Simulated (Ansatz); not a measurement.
**Energy of CsCl-type CdO (model structure) less that of rock-salt CdO, by level of theory**

No measured value is used here.

```csv
level (code),value (meV/atom)
LDA (Ansatz),381
PBE (Ansatz),400
PBEsol (Ansatz),380
```

Each level is taken at its own relaxed cell. Ansatz's density-functional and Hartree–Fock values are scalar-relativistic unless marked +SOC, with PAW data made under PBE.

A model structure was made by putting elements into a prototype or built by hand; it is no filed structure, need not be a known phase, and can be a saddle point held by its symmetry.

Ansatz is a quantum-chemistry and plane-wave program.
